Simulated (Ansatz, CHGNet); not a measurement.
For PbSb2Te4 (R-3m, No. 166, 7 atoms in the cell; start mp-31507), the machine-learned potential CHGNet 0.3.0 (trained on PBE and PBE+U data) gives:

```
Property                                 Value
------------------------------  --------------
equilibrium lattice constant a         4.447 Å
c axis length                         44.896 Å
enthalpy of formation           -0.430 eV/atom
```

Q: What does PBEsol (Ansatz, an electronic-structure program, plane waves, PAW) give for the same quantities?

A: 
- lattice constant a: 4.347 Å (shrinks by 2.2 %)
- lattice parameter c: 41.097 Å (falls by 8.5 %)
- formation enthalpy: -0.184 eV/atom (moves by +0.246 eV/atom)

Changes are worked out from the printed values.

Unless a cell is named, each level is at its own relaxed cell (CHGNet 0.3.0 36.61, PBEsol 32.02 Å³/atom).

Levels without +SOC leave out spin–orbit coupling, which shifts energies and cells of such heavy elements.

Caveats: the energies of CHGNet 0.3.0 can hold anion corrections fitted to measured formation enthalpies (CHGNet 0.3.0); the relaxation could not lower the start's symmetry, so the cell can be a saddle point above a distorted one (CHGNet 0.3.0, PBEsol). Ansatz's density-functional and Hartree–Fock values are scalar-relativistic unless marked +SOC, with PAW data made under PBE.

A start named mp-… is a Materials Project structure, which need not be a measured phase.
